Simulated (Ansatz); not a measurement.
Base system: FeS$_{2}$ (space group Pnnm, No. 58; a = 4.3675 Å, b = 5.3331 Å, c = 3.3444 Å; non-magnetic). Axes: x, y, z lie along a, b, c of the conventional cell.

Level of theory: PBEsol (Ansatz, a first-principles code), scalar-relativistic without spin-orbit coupling.

For the base:

- Pressure = 0.00 GPa

Perturbation: biaxial strain +4.24 %, plane normal [001], relaxed out of plane (Cartesian); in-plane vectors clamped, the third vector and the atoms free.

Predict the new out-of-plane strain and pressure.

The out-of-plane strain comes out as -2.07 %; the pressure (mean of the normal stresses, compression positive) goes from zero to -8.80 GPa.

No phonon test of stability was made. Starting moments died away, wholly or in part, for the base; another magnetic solution may exist. All final runs are without spin polarisation.
